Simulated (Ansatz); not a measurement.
## How far to go with shifted k-point meshes: SnO (P4mm, 4 atoms in the cell)

```
SnO
1.0
    3.78100     0.00000     0.00000
    0.00000     3.78100     0.00000
    0.00000     0.00000     4.81580
Sn O
2 2
Direct
  0.50000   0.00000   0.77238
  0.00000   0.50000   0.23800
  0.50000   0.50000   0.00000
  0.00000   0.00000   0.00000
```

Method of the run: PBEsol, default PAW files made with PBE (plane waves; Ansatz, an electronic-structure program).

Base settings: basis.ecutwfc = 420 eV; kpoints.mp_grid.grid = 7 7 5; hamiltonian.xc = pbesol; hamiltonian.pseudopotentials = {kind: paw} (the program's default PAW files); scf.occupations.method = fermi_dirac; scf.occupations.width = 0.02 eV.

In this ladder: kpoints.mp_grid.shift = 0.5 0.5 0.5.

Shifted meshes do not hold Γ, so a gap read on them misses any band edge there.

Only quantities that move along the ladder and can be compared are tabulated.

The count of work is k-points × plane waves × bands × iterations; it is no time. 

The starting cell has typed, rounded lattice constants, without a prior relaxation at this level. Its lattice was rescaled by up to half a per cent. One atom was moved a little off its site on purpose. In the base run, with a pressure of about 3 GPa the cell is away from its equilibrium volume at this level. Ansatz's pressure includes its estimate of the finite-basis (Pulay) stress.

Steps (kpoints.mp_grid.grid): 2 2 1; 2 2 2; 3 3 2; 3 3 3; 4 4 3; 5 5 4; 6 6 5; 7 7 6; 8 8 6; 8 8 7; 9 9 7; 10 10 8; 11 11 9; 13 13 10; 14 14 11; 15 15 12; 17 17 13; 19 19 15.

Q: What is the coarsest kpoints.mp_grid.grid that holds the pressure within 0.05 GPa of the last step, with all finer ones?

A: 4 4 3, at 0.014 of the last step's count of work; the step before is off by 0.51 GPa.

Q: What is the coarsest kpoints.mp_grid.grid that holds the forces within 0.02 eV/Å of the last step, with all finer ones?

A: 4 4 3, at 0.014 of the last step's count of work; the step before is off by 0.12 eV/Å.

```csv
kpoints.mp_grid.grid,free energy less the last step's (meV/atom),pressure (GPa),largest difference of a force vector from the last step's (eV/Å),gap on the mesh (eV),count of work / last
2 2 1,83.34,5.46,0.074,3.433,0.0023
2 2 2,50.15,4.47,0.127,3.396,0.0023
3 3 2,9.28,3.81,0.047,1.594,0.0068
3 3 3,10.31,3.90,0.115,0.864,0.014
4 4 3,-1.04,3.41,0.018,1.288,0.014
5 5 4,-0.27,3.37,0.000,0.447,0.027
6 6 5,-0.02,3.40,0.001,0.606,0.041
7 7 6,0.05,3.40,0.001,0.250,0.068
8 8 6,0.02,3.40,0.001,0.426,0.068
8 8 7,0.01,3.40,0.001,0.387,0.091
9 9 7,0.01,3.40,0.000,0.215,0.14
10 10 8,-0.01,3.40,0.001,0.307,0.14
11 11 9,0.01,3.40,0.000,0.176,0.24
13 13 10,0.00,3.40,0.000,0.156,0.32
14 14 11,0.01,3.40,0.000,0.206,0.38
15 15 12,-0.01,3.40,0.000,0.137,0.42
17 17 13,0.01,3.40,0.000,0.127,0.72
19 19 15,0.00,3.40,0.000,0.119,1.0
```

The gap on the mesh jumps up and down from mesh to mesh; it is no smooth measure of convergence.

Keys are those of Ansatz 0.2.
